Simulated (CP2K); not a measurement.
# Convergence study of the k-point mesh at a smearing width of 0.05 eV for Ba (Im-3m, 1 atom in the cell)

```
CELL_PARAMETERS angstrom
      4.32571     0.00000     0.00000
     -1.44190     4.07832     0.00000
     -1.44190    -2.03916     3.53193
ATOMIC_POSITIONS crystal
  Ba 0.00000 0.00000 0.00000
```

Method of the run: PBE, GPW, DZVP-MOLOPT-SR-GTH basis, GTH-PBE potentials (GTH_POTENTIALS) run with CP2K.

Base settings: CUTOFF = 500 Ry; REL_CUTOFF = 40 Ry; SMEAR/METHOD = GAUSSIAN; SIGMA = 0.1 eV; KPOINTS/SCHEME = MONKHORST-PACK 4 4 4; GAMMA_CENTERED = T; XC_FUNCTIONAL = PBE; Ba/BASIS_SET = DZVP-MOLOPT-SR-GTH-q10; Ba/POTENTIAL = GTH-PBE-q10; METHOD = GPW.

In this ladder: SIGMA = 0.05 eV. Moved along: GAMMA_CENTERED.

The second cell is the first with its lattice scaled by 0.98.

Only quantities that move along the ladder and can be compared are tabulated.

The starting cell has typed, rounded lattice constants, without a prior relaxation at this level. Its lattice was rescaled by up to half a per cent. Values carry the incompleteness of an atom-centred basis. Without a gap this mesh is coarse (it stands for a supercell whose shortest vector is 17 Å).

```tsv
KPOINTS/SCHEME	free energy less the last step's (meV/atom)	energy of the compressed cell less the first (meV/atom)	pressure (GPa)
MONKHORST-PACK 3 3 3	94.51	26.79	0.89
MONKHORST-PACK 4 4 4	25.92	38.54	1.38
MONKHORST-PACK 5 5 5	-1.55	47.49	1.73
MONKHORST-PACK 6 6 6	5.95	40.98	1.46
MONKHORST-PACK 7 7 7	-3.22	38.50	1.38
MONKHORST-PACK 8 8 8	-3.23	37.90	1.38
MONKHORST-PACK 10 10 10	-0.20	38.32	1.41
MONKHORST-PACK 12 12 12	0.18	37.71	1.37
MONKHORST-PACK 15 15 15	0.01	37.86	1.38
MONKHORST-PACK 18 18 18	0.00	37.89	1.39
```

Coarsest KPOINTS/SCHEME that holds the free energy within 0.5 meV/atom of the last step, with all finer ones: MONKHORST-PACK 10 10 10; the step before is off by 3.2 meV/atom.

Coarsest KPOINTS/SCHEME that holds the energy of the compressed cell less the first within 0.5 meV/atom of the last step, with all finer ones: MONKHORST-PACK 8 8 8; the step before is off by 0.61 meV/atom.

Coarsest KPOINTS/SCHEME that holds the pressure within 0.1 GPa of the last step, with all finer ones: MONKHORST-PACK 6 6 6; the step before is off by 0.34 GPa.

The energy difference between the two cells stays within 1 meV/atom of the last step's from MONKHORST-PACK 7 7 7 on, the total only from MONKHORST-PACK 10 10 10 on: much of the error is common to both cells and cancels.

Two neighbours can agree and both be off: MONKHORST-PACK 7 7 7 and MONKHORST-PACK 8 8 8 differ by 0.01 meV/atom in the free energy, yet lie about 3.2 meV/atom from the last step.
